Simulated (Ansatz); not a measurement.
## A computed series for Ga2O3: response to strain

Take Ga₂O₃ in the corundum structure (space group R-3c, No. 167; a = 4.9499 Å, c = 13.3058 Å (hexagonal axes)) as the base.

Strains are applied to the cell and any free atomic positions relax.

The values are results of Kohn–Sham DFT with the LDA functional, run in Ansatz (a program for electronic structure) with PAW and 420 eV plane waves, no spin-orbit coupling, not measurements.

Notes on the quantities. energy relative to the base: free energy F.

```json
[
 {"isotropic strain (%)": "-3", "energy relative to the base (meV/atom)": "63.5"},
 {"isotropic strain (%)": "-2.25", "energy relative to the base (meV/atom)": "?"},
 {"isotropic strain (%)": "-1.5", "energy relative to the base (meV/atom)": "15.1"},
 {"isotropic strain (%)": "-0.75", "energy relative to the base (meV/atom)": "3.7"},
 {"isotropic strain (%)": "0", "energy relative to the base (meV/atom)": "0.0"}
]
```

### Question
Fit ΔE = Aε² + Bε³ (ε in %) to the rows shown and predict the withheld row.

### Answer
Least squares on the printed values gives A = 6.37 and B = -0.23 meV/atom (largest residual 0.0 meV/atom); this predicts 34.9 meV/atom, and the run gives 34.8 meV/atom, in agreement.

Whether these cells are dynamically stable was not tested.
